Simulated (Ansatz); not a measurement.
The starting structures come from a database of crystals and need not be the phases stable at ambient conditions.

 Where the default PAW files enter, the runs use the earlier of Ansatz's two default sets.

The decay constant κ of evanescent states in the gap governs leakage through a thin film.

```
CELL_PARAMETERS angstrom
      5.72568     0.00000     0.00000
      0.00000     6.96278     0.00000
      2.86284     0.00000     2.86284
ATOMIC_POSITIONS crystal
  La 0.00000 0.76997 0.50000
  La 0.50000 0.23003 0.50000
  S  0.50000 0.65128 0.50000
  S  0.00000 0.34872 0.50000
  F  0.50000 0.00000 0.00000
  F  0.00000 0.00000 0.00000
```

Space group of this cell: P4/nmm. The cell is taken as given.

Transport runs along the normal of the first two printed cell vectors, the (110) plane of the conventional cell.

The gap is the functional's own. No spin-orbit coupling. Mid-gap values are interpolated on the energy grid.

### Question
Estimate the band gap and the smallest decay constant κ at mid-gap that r2SCAN in Ansatz (a quantum-chemistry and plane-wave program) returns for this system.

### Answer
Gap 1.86 eV on a 10×6×10 mesh; κ = 0.208 1/Å, at the zone centre.
